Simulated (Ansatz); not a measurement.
An Ansatz (a program for electronic structure) input (plane-wave PAW DFT at the PBE level (Ansatz, 420 eV), spin-orbit coupling left out, earlier PAW set):

Ansatz 0.2 input:
```yaml
crystal:
  lattice:
    - [-2.6397459365, 2.6397459365, 2.6397459365]
    - [2.6397459365, -2.6397459365, 2.6397459365]
    - [2.6397459365, 2.6397459365, -2.6397459365]
  atoms:
    - { symbol: K, position: [0, 0, 0] }
basis: { ecutwfc: 420, ecutrho_ratio: 4, xc_grid: 2, fft_grid_basis: typed }
kpoints: { mp_grid: { grid: [13, 13, 13] } }
hamiltonian:
  xc: pbe
  dispersion: none
  pseudopotentials: { azcp: { folder: ./paw }, kind: paw }
scf: { occupations: { method: fermi_dirac, width: 0.05 }, convergence: { dr2_threshold: 0.0000000001 } }
output: { forces: true, stress: true }
checkpoint: { write: state.ck, write_every: 1000 }
```

Q: Which symmetry and how many k-points will the program report, and about how many plane waves at Γ?

A: Space group Im-3m (ITA 229) with 48 operations, k-points 84 of 2197, and 1433 plane waves at Γ.

Stability against distortions was not tested. The cell is K in the bcc (W type) structure (space group Im-3m, No. 229).
